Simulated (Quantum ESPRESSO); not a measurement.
Convergence study of the plane-wave cutoff for LuCd (P4mm, 2 atoms in the cell)

```xyz
2
Lattice="3.6228 0.0000 0.0000 0.0000 3.6228 0.0000 0.0000 0.0000 3.6228" Properties=species:S:1:pos:R:3 pbc="T T T"
Lu     1.8114     1.8114     1.8614
Cd     0.0000     0.0000     0.0000
```

Computed with PBEsol, PSlibrary ultrasoft (PBE) pseudopotentials (plane waves; Quantum ESPRESSO 7.5).

Base settings: ecutwfc = 50 Ry; ecutrho = 600 Ry; occupations = smearing; smearing = fd; degauss = 0.0073499 Ry; input_dft = pbesol; potentials = {Lu: Lu.pbe-spdn-rrkjus_psl.1.0.0.UPF, Cd: Cd.pbe-n-rrkjus_psl.1.0.0.UPF}; K_POINTS = automatic 3 3 3 0 0 0; conv_thr = 1e-10 Ry; mixing_beta = 0.7.

Moved along: ecutrho.

The second cell is the first with its lattice scaled by 0.98.

The mesh stays at the base's, so the ladder's end is converged at best in this setting alone.

Only quantities that move along the ladder and can be compared are tabulated.

The count of work is k-points × plane waves × bands × iterations; it is no time. 

The starting cell comes from a database of computed structures (which also holds hypothetical and non-ambient phases and stackings), without a prior relaxation at this level. Its lattice was rescaled by up to half a per cent. One atom was moved a little off its site on purpose. Without a gap this mesh is coarse (it stands for a supercell whose shortest vector is 11 Å).

Steps (ecutwfc): 17.5 Ry; 20 Ry; 22 Ry; 25 Ry; 28 Ry; 30 Ry; 35 Ry; 40 Ry; 45 Ry; 50 Ry; 55 Ry; 60 Ry; 68 Ry; 75 Ry; 88 Ry; 100 Ry; 120 Ry.

Question: What is the coarsest ecutwfc that holds the pressure within 1 GPa of the last step, with all finer ones?

Answer: 40 Ry, at 0.18 of the last step's count of work; the step before is off by 1.8 GPa.

Question: What is the coarsest ecutwfc that holds the energy of the compressed cell less the first within 0.2 meV/atom of the last step, with all finer ones?

Answer: 55 Ry, at 0.28 of the last step's count of work; the step before is off by 0.31 meV/atom.

Question: What is the coarsest ecutwfc that holds the forces within 0.01 eV/Å of the last step, with all finer ones?

Answer: 28 Ry, at 0.10 of the last step's count of work; the step before is off by 0.021 eV/Å.

| ecutwfc | free energy less the last step's (meV/atom) | energy of the compressed cell less the first (meV/atom) | pressure (GPa) | largest difference of a force vector from the last step's (eV/Å) | count of work / last |
|---|---|---|---|---|---|
| 17.5 Ry | 35141.27 | 1097.46 | -916.18 | 0.248 | 0.097 |
| 20 Ry | 15161.11 | 408.89 | -485.87 | 0.080 | 0.075 |
| 22 Ry | 7253.99 | 482.14 | -266.24 | 0.009 | 0.082 |
| 25 Ry | 2428.64 | 142.76 | -107.13 | 0.021 | 0.088 |
| 28 Ry | 722.52 | 50.44 | -38.76 | 0.000 | 0.10 |
| 30 Ry | 360.59 | -22.54 | -21.31 | 0.003 | 0.13 |
| 35 Ry | 79.11 | -0.59 | -3.91 | 0.000 | 0.19 |
| 40 Ry | 60.24 | -0.06 | -2.38 | 0.000 | 0.18 |
| 45 Ry | 47.43 | -1.52 | -2.84 | 0.000 | 0.23 |
| 50 Ry | 27.87 | 0.08 | -2.82 | 0.000 | 0.34 |
| 55 Ry | 15.88 | -0.11 | -2.50 | 0.000 | 0.28 |
| 60 Ry | 10.69 | -0.24 | -2.27 | 0.000 | 0.36 |
| 68 Ry | 7.53 | -0.21 | -2.21 | 0.000 | 0.47 |
| 75 Ry | 5.13 | -0.19 | -2.22 | 0.000 | 0.59 |
| 88 Ry | 2.29 | -0.23 | -2.15 | 0.000 | 0.74 |
| 100 Ry | 1.41 | -0.24 | -2.14 | 0.000 | 0.83 |
| 120 Ry | 0.00 | -0.23 | -2.12 | 0.000 | 1.0 |

At the lowest cutoff the pressure lies 914 GPa under the last step's, the usual sign of Pulay stress in an incomplete plane-wave basis.
